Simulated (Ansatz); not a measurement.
Pressure series in BeTe

The reference is BeTe in the zinc blende structure (space group F-43m, No. 216; a = 5.6043 Å).

Cell and atoms are relaxed at each pressure.

The values are results of PBEsol/PAW in Ansatz (a first-principles code), spin-orbit coupling left out, not measurements.

Notes on the quantities. hole mass: degenerate bands, along [100].

```tsv
change	smallest direct gap	hole mass	shortest interatomic distance
base	3.61 eV	0.20, 0.33, 0.33 mₑ (at Γ)	2.427 Å
pressure −2 GPa	3.58 eV	0.19, 0.35, 0.35 mₑ (at Γ)	2.456 Å
pressure −1 GPa	3.62 eV	0.20, 0.34, 0.34 mₑ (at Γ)	2.441 Å
pressure 0.9 GPa	3.60 eV	0.20, 0.33, 0.33 mₑ (at Γ)	2.415 Å
pressure 2.1 GPa	3.58 eV	0.20, 0.32, 0.32 mₑ (at Γ)	2.401 Å
pressure 4.5 GPa	3.55 eV	0.21, 0.30, 0.30 mₑ (at Γ)	2.374 Å
pressure 9 GPa	3.49 eV	0.22, 0.28, 0.28 mₑ (at Γ)	2.333 Å
pressure 15 GPa	3.41 eV	0.22, 0.25, 0.25 mₑ (at Γ)	2.289 Å
pressure 22.5 GPa	3.32 eV	0.23 mₑ (at Γ)	2.244 Å
pressure 30 GPa	3.24 eV	0.21, 0.21, 0.24 mₑ (at Γ)	2.208 Å
```

With Te present, leaving out spin-orbit coupling can change the band edges. Load acts through the strain it causes; cell and atoms are relaxed under it. Masses are band curvatures over ±0.01 Å⁻¹ around the edge. Stability against distortions was not tested. Competing high-pressure phases were not computed.
